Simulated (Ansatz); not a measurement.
Start from Ca in the diamond structure (space group Fd-3m, No. 227; a = 8.433 Å; a hypothetical phase, not in the database extracts checked).

Calculations: PBEsol, PAW, 420 eV (Ansatz, a quantum-chemistry and plane-wave program; no spin-orbit coupling).

One change was made to it. Results:

```
quantity                             base       after
-----------------------------  ----------  ----------
density                        0.89 g/cm³  1.17 g/cm³
shortest interatomic distance     3.651 Å     3.334 Å
```

### Question
Name the change that was made.
A) pressure 7.5 GPa
B) pressure 1.5 GPa
C) pressure 0.7 GPa

### Answer
B, pressure 1.5 GPa. For comparison, the density in the other runs: pressure 7.5 GPa gives 2.61 g/cm³; pressure 0.7 GPa gives 1.02 g/cm³.

Load acts through the strain it causes; cell and atoms are relaxed under it. Whether these cells are dynamically stable was not tested. Competing high-pressure phases were not computed.
